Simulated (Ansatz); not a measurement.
Start from B in the bcc (W type) structure (space group Im-3m, No. 229; a = 2.2976 Å; a hypothetical phase, not in the database extracts checked; relaxed with 0.1 eV smearing). Axes: x, y, z lie along the cube axes.

Calculations: Kohn–Sham DFT with the PBEsol functional, run in Ansatz (an electronic-structure program) with PAW and 420 eV plane waves, without spin-orbit coupling.

It is then changed as follows: uniaxial strain ε_yy = −5.60 %, all other strain components held at zero; the atoms relax in the strained cell.

Problem. What does the calculation give for the energy relative to the base after the change?

Solution. The energy shrinks by 13 meV/atom.

Problem. What does the calculation give for the stress after the change?

Solution. The stress (xx, yy, zz, yz, xz, xy; compression positive) amounts to (28.5, -12.0, 28.5, 0.0, 0.0, 0.0) GPa.

No phonon test of stability was made. Under uniaxial strain ε_yy = −5.60 % the cell ends below the base's energy or with stress of the wrong sign: the atoms slid into a distortion or the cell is elastically unstable, so the base is not a stable minimum at this level.
